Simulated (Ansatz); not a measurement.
# Several settings converged on the (001) slab of Co (cut from a parent of space group no. 194; 4 atoms in the cell)

```
CELL_PARAMETERS angstrom
      2.52255     0.00000     0.00000
     -1.26127     2.18459     0.00000
      0.00000     0.00000    20.13549
ATOMIC_POSITIONS crystal
  Co 0.66667 0.33333 0.34764
  Co 0.33333 0.66667 0.44922
  Co 0.66667 0.33333 0.55078
  Co 0.33333 0.66667 0.65236
```
Moments meant for the start (each program seeds them in its own way; μB, in the order of the atoms Co Co Co Co): 3.0 3.0 3.0 3.0.

Base method: LDA (PW92), default PAW files made with PBE (plane waves; Ansatz, a first-principles code).

Base settings: basis.ecutwfc = 420 eV; kpoints.mp_grid.grid = 14 14 1; hamiltonian.xc = lda; hamiltonian.pseudopotentials = {kind: paw} (the program's default PAW files); magnetization.spin_polarized = true; scf.occupations.method = fermi_dirac; scf.occupations.width = 0.1 eV.

The count of work is k-points × plane waves × bands × iterations; it is no time. Core times come from one kind of shared machine, to one figure; runs under 30 s give none.

**The vacuum**

The mesh stays at the base's, so the ladder's end is converged at best in this setting alone.

Only quantities that move along the ladder and can be compared are tabulated.

These are the values that this program gave, and no reference: magnetic slabs can end in a higher state.

```tsv
vacuum between outermost atoms (Å)	free energy less the last step's (meV/atom)	largest difference of a force vector from the last step's (eV/Å)	net moment (μB/atom)	count of work / last	core time / last (rough)
3.0	-192.68	0.996	1.700	0.22	–
4.0	-50.26	0.281	1.679	0.25	–
5.0	-9.77	0.062	1.675	0.25	–
6.0	-1.51	0.013	1.675	0.19	–
7.0	-0.17	0.002	1.673	0.21	–
8.0	-0.01	0.000	1.673	0.22	–
10.0	0.02	0.001	1.673	0.37	0.4
14.0	0.01	0.000	1.673	0.44	0.4
20.0	0.00	0.001	1.673	0.64	0.7
30.0	0.00	0.000	1.673	1.0	1
```

Smallest vacuum between outermost atoms (Å) that holds the free energy within 5 meV/atom of the last step, with all finer ones: 6.0, at 0.19 of the last step's count of work; the step before is off by 9.8 meV/atom.

Smallest vacuum between outermost atoms (Å) that holds the forces within 0.02 eV/Å of the last step, with all finer ones: 6.0, at 0.19 of the last step's count of work; the step before is off by 0.062 eV/Å.

Smallest vacuum between outermost atoms (Å) that holds the net moment within 0.01 μB/atom of the last step, with all finer ones: 4.0, at 0.25 of the last step's count of work; the step before is off by 0.028 μB/atom.

**The plane-wave cutoff**

The mesh stays at the base's, so the ladder's end is converged at best in this setting alone.

Only quantities that move along the ladder and can be compared are tabulated.

These are the values that this program gave, and no reference: magnetic slabs can end in a higher state.

```csv
basis.ecutwfc,free energy less the last step's (meV/atom),largest difference of a force vector from the last step's (eV/Å),net moment (μB/atom),count of work / last,core time / last (rough)
210 eV,16249.54,1.019,1.672,0.15,–
250 eV,4284.36,0.773,1.657,0.11,–
295 eV,736.42,0.183,1.652,0.17,–
355 eV,48.50,0.017,1.671,0.35,0.3
420 eV,3.57,0.001,1.673,0.31,0.3
505 eV,1.72,0.001,1.673,0.61,0.7
630 eV,0.84,0.000,1.673,0.48,0.5
840 eV,0.00,0.000,1.673,1.0,1
```

Coarsest basis.ecutwfc that holds the net moment within 0.01 μB/atom of the last step, with all finer ones: 355 eV, at 0.35 of the last step's count of work and about 0.3 of the last step's time; the step before is off by 0.021 μB/atom.

Coarsest basis.ecutwfc that holds the free energy within 5 meV/atom of the last step, with all finer ones: 420 eV, at 0.31 of the last step's count of work and about 0.3 of the last step's time; the step before is off by 49 meV/atom.

Coarsest basis.ecutwfc that holds the forces within 0.02 eV/Å of the last step, with all finer ones: 355 eV, at 0.35 of the last step's count of work and about 0.3 of the last step's time; the step before is off by 0.18 eV/Å.

On the base run: the starting cell has typed, rounded lattice constants, without a prior relaxation at this level. The slab is cut from that crystal, and its faces are unrelaxed. Its lattice was rescaled by up to half a per cent. The magnetic order is the one reached from the typed start; others were not searched systematically. In the base run, forces exceed 1 eV/Å.

Left out of this page: 1 run of the series with a known weakness of the program.

Keys are those of Ansatz 0.2.
